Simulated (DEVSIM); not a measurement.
System: abrupt GaP p-n junction, at 350 K.

Layer 1 from the left is GaP, thickness (μm) 1.80, Na (cm⁻³) 7.5e15, τn (s) 1.7e-7, τp (s) 1.7e-7. Layer 2 from the left is GaP, thickness (μm) 3.80, Nd (cm⁻³) 2e17, τn (s) 1.7e-7, τp (s) 1.7e-7.

Left contact: ohmic. Right contact: ohmic. Voltage is applied to the left contact. Recombination: SRH at mid-gap, radiative. Mobility is μmin + (μ − μmin)/(1 + (N/Nref)^α).

This is a model device: material constants are rounded textbook-type values typed into the input, and sizes, dopings and lifetimes were drawn at random. Values at 300 K; Nc and Nv go as T^1.5, mobilities as T to minus their exponent, the gap by Varshni's rule with the affinity fixed.

GaP: gap (eV) 2.26, affinity (eV) 3.8, permittivity 11.1, Nc (cm⁻³) 1.8e19, Nv (cm⁻³) 1.9e19, μn (cm²/Vs) 250, μp (cm²/Vs) 150, μn,min 10, μp,min 10, Nref,n 4.4e18, Nref,p 1e18, αn 0.8, αp 0.85, T exponent of μn 1.6, T exponent of μp 1.98, B (cm³/s) 1e-13, Varshni α (eV/K) 0.00058, Varshni β (K) 372.

Task: Estimate by hand the built-in potential, the peak field at zero bias, the capacitance at -6 V, and compare with a numerical solution.

Result: 
- Built-in potential: ni = √(Nc Nv) exp(−Eg/2kT) = 1760 cm⁻³ with Eg = 2.239 eV; Vbi = kT/q ln(Na Nd/ni²) = 1.853 V; numerical 1.853 V.
- Peak field at zero bias: depletion approximation: W = √(2εVbi/(qN)) = 0.561 μm with N = 7.23e15 cm⁻³; field = 2Vbi/W = 66100 V/cm; numerical 65700 V/cm (estimate above by 0.65 %).
- Capacitance at -6 V: C = √(qεN / 2(Vbi + |V|)) = 8.51 nF/cm²; numerical 8.54 nF/cm².

Model (solved in DEVSIM): 1D drift-diffusion, Boltzmann statistics, complete ionisation; no tunnelling, impact ionisation, image-force lowering or self-heating.
